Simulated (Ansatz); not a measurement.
A computed series for InAs: response to strain

The parent structure is InAs in the zinc blende structure (space group F-43m, No. 216; a = 6.109 Å).

Strains are applied to the cell and any free atomic positions relax.

All numbers come from r2SCAN/PAW in Ansatz (a quantum-chemistry and plane-wave program), scalar-relativistic without spin-orbit coupling.

Notes on the quantities. energy relative to the base: free energy F.

```tsv
isotropic strain (%)	energy relative to the base (meV/atom)
0	0.0
1.45	9.0
2.2	20.4
3.93	?
5.24	104.2
```

Task: Fit ΔE = Aε² + Bε³ (ε in %) to the rows shown and predict the withheld row.

Result: Least squares on the printed values gives A = 4.51 and B = -0.14 meV/atom (largest residual 0.1 meV/atom); this predicts 61.4 meV/atom, and the run gives 61.3 meV/atom, in agreement.

The mesh was chosen for an insulator and is coarse for the gapless case. No phonon test of stability was made. All final runs are without spin polarisation.
